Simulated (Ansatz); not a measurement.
Consider Mg2Sn (space group Fm-3m, No. 225; a = 6.7471 Å; relaxed with 0.1 eV smearing). Axes: x, y, z lie along the cube axes.

Computed with plane-wave PAW DFT at the PBEsol level (Ansatz, a program for electronic structure, 420 eV), spin-orbit coupling left out.

For the base:

Pressure: 0.0 GPa

Perturbation: tensile biaxial strain of 0.79 % in the plane normal to [001], as in epitaxy on a mismatched substrate; the out-of-plane cell vector and the atoms relax.

How does this affect the pressure?

The pressure (mean of the normal stresses, compression positive) goes from zero to -0.4 GPa.

Stability against distortions was not tested.
